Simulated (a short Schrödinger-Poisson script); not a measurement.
# Symmetric double-gate stack, Si3N4 on p-type Ge(111)

Structure: symmetric double-gate stack, Si3N4 on p-type Ge(111), at 300 K.

```tsv
layer	material	thickness (nm)	Na (cm⁻³)
1	Si3N4	2.4	-
2	Ge	3	2e17
3	Si3N4	2.4	-
```

Constants are typed, rounded textbook-type inputs, not results; the design itself was drawn at random and stands for no fabricated device. Si3N4: permittivity 7.5, conduction-band edge (eV) 1.9, gap (eV) 5.1, electron mass (mₑ) 0.5. Ge: permittivity 16, conduction-band edge (eV) 0, gap (eV) 0.664, Nv at 300 K (cm⁻³) 6e18.

Channel valleys (confinement mass, in-plane density-of-states mass, number): L1 1.59, 0.08, 1; L3 0.09, 0.34, 3. At the gates, both at one voltage, the conduction-band edge of layer 1 lies 1.96 eV − eVg above the Fermi level of the channel. Gaps are held at their typed values at every temperature. Mesh 0.03 nm at interfaces.

Solved with a short Schrödinger-Poisson script written for these runs: 1D Poisson equation in equilibrium, electrons quantum, Hartree (BenDaniel-Duke, 12 states a valley, the channel's in-plane mass for all, wave functions free to enter the dielectric), parabolic valleys, classical holes, full ionisation, no traps, pinning or gate leakage.

```
Vg (V)  electrons (cm⁻²)  C (μF/cm²)  L1 E0 (meV)  L1 E1 (meV)  L3 E0 (meV)  L3 E1 (meV)
------  ----------------  ----------  -----------  -----------  -----------  -----------
-0.25             2.17e6     < 0.003        336.2        408.6        478.5       1095.1
-0.2              1.50e7     < 0.003        286.2        358.6        428.5       1045.1
-0.15             1.04e8     < 0.003        236.2        308.6        378.5        995.1
-0.1              7.17e8     0.00452        186.2        258.6        328.5        945.1
-0.05             4.92e9      0.0308        136.3        208.7        278.7        895.2
0                3.24e10       0.193         87.2        159.6        229.6        846.1
0.05             1.74e11       0.836         42.0        114.2        184.2        800.5
0.1              5.85e11        1.80          5.8         77.6        147.7        763.3
0.15             1.26e12        2.48        -21.6         49.5        119.8        734.2
0.2              2.11e12        2.95        -43.2         27.0         97.5        710.6
0.25             3.08e12        3.31        -60.8          8.6         79.2        690.9
0.3              4.16e12        3.60        -75.0         -6.6         64.2        674.3
0.35             5.32e12        3.83        -86.7        -19.3         51.7        660.2
0.4              6.55e12        4.01        -96.5        -30.0         41.2        648.0
0.45             7.82e12        4.14       -104.6        -39.2         32.2        637.3
0.5              9.13e12        4.25       -111.7        -47.2         24.4        627.6
0.55             1.05e13        4.33       -117.8        -54.4         17.4        618.9
0.6              1.18e13        4.39       -123.2        -60.8         11.2        610.9
0.65             1.32e13        4.45       -128.0        -66.8          5.5        603.3
0.7              1.46e13        4.49       -132.4        -72.2          0.3        596.3
0.75             1.60e13        4.52       -136.5        -77.4         -4.6        589.5
```

Subbands count from the Fermi level. The capacitance is that of both gates.

Only the L valleys are kept; under strong confinement the Δ valleys of Ge fill too.
